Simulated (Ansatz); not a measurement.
BN, pressure series

Consider BN in the h-BN type structure (space group P6_3/mmc, No. 194; layered, stacked along the Cartesian z axis).

```
BN
1.0
    2.50059     0.00000     0.00000
   -1.25029     2.16557     0.00000
    0.00000     0.00000     6.52585
B N
2 2
Direct
  0.33333   0.66667   0.25000
  0.66667   0.33333   0.75000
  0.33333   0.66667   0.75000
  0.66667   0.33333   0.25000
```

Cell and atoms are relaxed at each pressure.

The values are results of r2SCAN+rVV10, PAW, 500 eV (Ansatz, a program for electronic structure; no spin-orbit coupling), not measurements.

| pressure (GPa) | volume per atom (Å³/atom) |
|---|---|
| -2 | 9.771 |
| 0 | 8.835 |
| 0.9 | 8.635 |
| 2.1 | ? |
| 4.5 | 8.111 |
| 9 | 7.699 |
| 15 | 7.315 |

Problem. Fit the third-order Birch–Murnaghan form P(V) = (3B₀/2)[(V₀/V)^(7/3) − (V₀/V)^(5/3)]·[1 + (3/4)(B₀′ − 4)((V₀/V)^(2/3) − 1)] (squares taken in P) to the rows shown and predict the withheld row.

Solution. Least squares on the printed values gives V₀ = 8.850 Å³/atom, B₀ = 34.4 GPa, B₀′ = 9.6; this predicts 8.429 Å³/atom, and the run gives 8.425 Å³/atom, 0.004 lower.

Measured bulk modulus of BN: 27.4 GPa (room temperature; as listed in Hermann Muhammad et al., Nanoscale (2024)); the computed value is for a static lattice, so the two differ by thermal effects too.

Load acts through the strain it causes; cell and atoms are relaxed under it. No phonon test of stability was made. Competing high-pressure phases were not computed.
